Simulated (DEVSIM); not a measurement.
Device: abrupt Si n-p junction, at 400 K.

Layer 1 from the left is Si, thickness (μm) 2.00, Nd (cm⁻³) 2.6e15, τn (s) 5.1e-7, τp (s) 5.1e-7. Layer 2 from the left is Si, thickness (μm) 52.0, Na (cm⁻³) 2.3e16, τn (s) 5.1e-7, τp (s) 5.1e-7.

Left contact: ohmic. Right contact: ohmic. Voltage is applied to the left contact. Recombination: SRH at mid-gap, radiative, Auger. Mobility is μmin + (μ − μmin)/(1 + (N/Nref)^α).

This is a model device: material constants are rounded textbook-type values typed into the input, and sizes, dopings and lifetimes were drawn at random. Values at 300 K; Nc and Nv go as T^1.5, mobilities as T to minus their exponent, the gap by Varshni's rule with the affinity fixed.

Si: gap (eV) 1.124, affinity (eV) 4.05, permittivity 11.7, Nc (cm⁻³) 2.86e19, Nv (cm⁻³) 3.1e19, μn (cm²/Vs) 1417, μp (cm²/Vs) 470, μn,min 52, μp,min 45, Nref,n 9.7e16, Nref,p 2.2e17, αn 0.68, αp 0.72, T exponent of μn 2.3, T exponent of μp 2.2, B (cm³/s) 4.7e-15, Cn (cm⁶/s) 2.8e-31, Cp (cm⁶/s) 9.9e-32, Varshni α (eV/K) 0.000473, Varshni β (K) 636.

Simulated with DEVSIM: 1D drift-diffusion, Boltzmann statistics, complete ionisation; no tunnelling, impact ionisation, image-force lowering or self-heating.

Dark forward current:

| |V| (V) | |J| (A/cm²) |
|---|---|
| 0.05 | 0.0003564 |
| 0.10 | 0.001821 |
| 0.15 | 0.007885 |
| 0.20 | 0.03293 |
| 0.25 | 0.1343 |
| 0.30 | 0.5141 |
| 0.35 | 1.670 |
| 0.40 | 4.151 |
| 0.45 | 7.990 |
| 0.50 | 12.89 |
| 0.55 | 18.63 |
| 0.60 | 25.09 |
| 0.65 | 32.22 |
| 0.70 | 40.05 |
| 0.75 | 48.58 |
| 0.80 | 57.85 |
| 0.85 | 67.91 |
| 0.90 | 78.78 |
| 0.95 | 90.52 |
| 1.00 | 103.2 |
| 1.05 | 116.7 |
| 1.10 | 131.3 |
| 1.15 | 146.8 |
| 1.20 | 163.4 |
| 1.25 | 181.1 |
| 1.30 | 199.8 |

Q: Work out the local ideality factor n = ΔV / (kT/q · ln(J2/J1)) between the rows 0.15 and 0.20 V, 1.25 and 1.30 V.

A: kT/q = 34.47 mV. From 0.15 to 0.20 V: ln(0.03293/0.007885) = 1.429, n = 1.01, near the 1 of diffusion or emission over a barrier. From 1.25 to 1.30 V: ln(199.8/181.1) = 0.098, n = 14.76.

Q: Estimate the current at 0.20 V from the Shockley equation with J0 = Σ q ni² D/(N L) coth(W/L), τ joining the SRH, radiative and Auger lifetimes that are on, and W taken as the whole layer.

A: ni² = 3.22e25 cm⁻⁶; holes in the n layer: μ = 241 cm²/Vs, D = 8.30 cm²/s, τ = 5.10e-7 s, L = 20.6 μm, W/L = 0.097, term 8.27e-5 A/cm²; electrons in the p layer: μ = 539 cm²/Vs, D = 18.6 cm²/s, τ = 5.10e-7 s, L = 30.8 μm, W/L = 1.7, term 1.45e-6 A/cm². J0 = 8.41e-5 A/cm², and J = J0 exp(qV/kT) = 0.0278 A/cm². The simulation gives 0.0329 A/cm²; the estimate lies 15 % below. The estimate leaves out recombination in the depletion region and that region's share of W.
